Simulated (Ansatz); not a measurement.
Effect of pressure 7.5 GPa on BaTiO3

Start from BaTiO3 in the cubic perovskite structure (space group Pm-3m, No. 221; a = 3.9699 Å).

Modification: cell and atoms relaxed at a pressure of 7.5 GPa.

Level of theory: PBEsol (Ansatz, a program for electronic structure), no spin-orbit coupling. k-mesh 8×8×8 (Γ-centred); smearing 0.05 eV (Fermi–Dirac).

The volume per atom falls by 0.47 Å³ (12.51 Å³ → 12.04 Å³) and the lattice parameter a shrinks by 0.050 Å to 3.920 Å. The shortest interatomic distance shrinks by 0.025 Å (1.985 Å → 1.960 Å) and the band gap rises by 0.077 eV (1.82 eV → 1.89 eV). The gap character is still indirect, R → Γ and the smallest direct gap grows by 0.03 eV to 1.92 eV. The mean gap deformation potential ΔEg/Δln V amounts to -2.0 eV.

Final structure:

```
BaTiO3
1.0
    3.91964     0.00000     0.00000
    0.00000     3.91964     0.00000
    0.00000     0.00000     3.91964
Ba Ti O
1 1 3
Direct
  0.00000   0.00000   0.00000
  0.50000   0.50000   0.50000
  0.50000   0.00000   0.50000
  0.00000   0.50000   0.50000
  0.50000   0.50000   0.00000
```

Load acts through the strain it causes; cell and atoms are relaxed under it. Stability against distortions was not tested. No other phases were tried under pressure. All final runs are without spin polarisation. Many cubic perovskites are stable only at high temperature; tilts and polar distortions were not tested. This is not the structure that BaTiO3 has at room temperature and ambient pressure.
